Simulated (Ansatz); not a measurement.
Results of PBEsol in Ansatz (plane waves, PAW) for CdZnS₂ (P3m1, No. 156, 4 atoms in the cell; start mp-1215475).

Numerical settings: plane-wave cutoff 520 eV, 12×12×6 k mesh (along the axes of the cell as run), Fermi–Dirac smearing 0.01 eV, scalar-relativistic PAW data made under PBE.

Cell (relaxed at this level):

```cif
data_CdS2Zn
_chemical_formula_sum 'Zn1 Cd1 S2'
_space_group_name_H-M_alt 'P3m1'
_space_group_IT_number 156
_space_group_name_Hall 'P 3 -2"'
_cell_length_a 3.93366
_cell_length_b 3.93366
_cell_length_c 6.52452
_cell_angle_alpha 90.000
_cell_angle_beta 90.000
_cell_angle_gamma 120.000
loop_
_atom_site_label
_atom_site_type_symbol
_atom_site_symmetry_multiplicity
_atom_site_Wyckoff_symbol
_atom_site_fract_x
_atom_site_fract_y
_atom_site_fract_z
_atom_site_occupancy
Zn1 Zn 1 a 0.00000 0.00000 0.99933 1
Cd1 Cd 1 b 0.33333 0.66667 0.50698 1
S1 S 1 b 0.33333 0.66667 0.89172 1
S2 S 1 a 0.00000 0.00000 0.35397 1
```

Predict the band gap and bulk modulus B0.


- band gap: 1.33 eV (on the SCF k mesh)
- bulk modulus B0: 66.9 GPa

Note: the relaxation could not lower the start's symmetry, so the cell can be a saddle point above a distorted one; the bulk modulus is −V dP/dV from two relaxed cells at ±2 % in volume.

Spin–orbit coupling is not included.

The computed numbers hold no vibrational or temperature effects.

A start named mp-… is a Materials Project structure, which need not be a measured phase.

Ansatz is an electronic-structure program.
